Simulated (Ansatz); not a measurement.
Cl on the 1x1 (110) surface of bcc Mo, one in a 2x1 cell, started at the site 'top Mo'

Method: PBE (plane waves to 420 eV, PAW; Ansatz, a program for electronic structure).

Set-up: 9 atoms, 6.5 Å thick at the start under the adsorbate (thin: gaps and levels are the slab's own); mesh 6x12x1; 0.1 eV smearing; dipole correction on; 4 atoms held, the rest relaxed; start symmetry kept, larger cells not searched; no spin, no spin-orbit, no U, no dispersion correction. At the end it is bonded to Mo. In PBE this state lies 0.54 eV over the lowest of the starts that converged ('hollow Mo-Mo-Mo').

The adsorption energy against ½ Cl2(g) is -1.66 eV and the work function of the top face is 5.39 eV. The change of the work function is 0.80 eV, the change of the step from the bottom to the top vacuum level, against the clean slab comes out as 0.88 eV and the energy released by relaxation is 0.32 eV. The height of the binding atom over the mean of the host atoms within 0.3 Å of the top one comes out as 2.368 Å. The nearest host atoms of the binding atom is Mo at 2.28 Å, Mo at 3.68 Å, Mo at 4.82 Å, the largest move of a host atom is 0.12 Å and the cost is about 5 core-minutes (a rough figure).

A negative adsorption energy means that the adsorbate is more stable on the surface than in its reference.
